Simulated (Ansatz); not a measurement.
Where the default PAW files enter, the runs use the earlier of Ansatz's two default sets.

Consider the following.

```yaml
crystal:
  lattice:
    - [3.08864, 0.00000, 0.00000]
    - [-1.54432, 2.67484, 0.00000]
    - [1.54432, -0.89161, 2.52186]
  atoms:
    - { symbol: Al, position: [0.00000, 0.00000, 0.00000] }
    - { symbol: N, position: [0.75000, 0.25000, 0.75000] }
```

Space group of this cell: F-43m, zinc blende. The cell is taken as given.

The current runs along the normal of the first two printed vectors, the (111) plane. All runs by Ansatz (a first-principles code), plane waves and PAW, without spin-orbit coupling; the base is r2SCAN.

```
run                                                      mean pressure (GPa)  gap (eV)  mid-gap κ (1/Å)
-------------------------------------------------------  -------------------  --------  ---------------
base                                                                     0.2      3.93            0.281
all lengths scaled by 0.98                                              14.6      3.98            0.299
all lengths scaled by 1.02                                             -11.0       ___              ___
lda in place of r2scan                                                  -3.6      3.24            0.259
lengths across the current scaled by 0.98, ions clamped                  9.6       ___              ___
lengths across the current scaled by 1.02, ions clamped                 -7.4      3.83            0.272
lengths along the current scaled by 0.97, ions clamped                   7.3      3.84            0.297
lengths along the current scaled by 1.03, ions clamped                  -5.5      3.85            0.266
pbesol in place of r2scan                                                1.3       ___              ___
```

Q: Fill in the missing entries.

A: 
- all lengths scaled by 1.02, gap (eV): 3.88
- all lengths scaled by 1.02, mid-gap κ (1/Å): 0.262
- lengths across the current scaled by 0.98, ions clamped, gap (eV): 3.92
- lengths across the current scaled by 0.98, ions clamped, mid-gap κ (1/Å): 0.290
- pbesol in place of r2scan, gap (eV): 3.19
- pbesol in place of r2scan, mid-gap κ (1/Å): 0.253
